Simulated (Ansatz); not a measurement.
The reference is Al in the fcc (Cu type) structure (space group Fm-3m, No. 225; a = 3.992 Å; relaxed with 0.1 eV smearing). Axes: x, y, z lie along the cube axes.

Method: Ansatz (a program for electronic structure) r2SCAN, no SOC, earlier PAW set.

It is then changed as follows: the symmetric strain tensor [0.0145 0.0129 -0.0033; 0.0129 0.0039 0.0144; -0.0033 0.0144 -0.0076]; the atoms relax in the strained cell.

Question: What happens to the stress and energy relative to the base?

Answer: The stress (xx, yy, zz, yz, xz, xy; compression positive) is (-1.5, -0.7, 0.0, -1.3, 0.2, -1.1) GPa; the energy rises by 4.4 meV/atom.

Whether these cells are dynamically stable was not tested.
